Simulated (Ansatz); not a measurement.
Functionals compared on N on the 1x1 (111) surface of fcc Al, one in a 2x2 cell, started at the site 'hollow Al-Al-Al over Al at depth 4.6 Å', in Ansatz (plane waves, PAW). The structure was relaxed with PBE; the other rows are single points on it, each with its references at the same level. Cutoff 420 eV (500 eV for r2SCAN).

Model: 17-atom slab, 7.0 Å thick at the start under the adsorbate (thin: gaps and levels are the slab's own), 6x6x1 mesh, Fermi-Dirac 0.1 eV, dipole correction, 8 atoms held, the rest relaxed; symmetry of the start imposed; spin-polarised, no spin-orbit, no U, no dispersion correction. The starting moment vanished. At the end it is bonded to 3 Al. In PBE it is, or lies within 0.03 eV of, the lowest of the starts that converged. These notes are the PBE run's. r2SCAN: The program's check for a lower electronic state was not made. Adsorption energies are against ½ N2(g). A negative adsorption energy means that the adsorbate is more stable on the surface than in its reference.

| functional | adsorption energy (eV) | work function of the top face (eV) | change of the work function (eV) | magnetic moment of the cell (μB) | rough cost of the single point |
|---|---|---|---|---|---|
| PBE | -1.25 | 4.44 | 0.40 | 0.00 | – |
| RPBE | -1.00 | 4.34 | 0.39 | 0.00 | roughly 50 core-seconds |
| r2SCAN | ? | ? | ? | 0.00 | around 2.3 core-minutes (rough) |

### Question
Fill in the missing entries.

### Answer

- r2SCAN, adsorption energy (eV): -1.55
- r2SCAN, work function of the top face (eV): 4.50
- r2SCAN, change of the work function (eV): 0.42

Ansatz is a first-principles code.
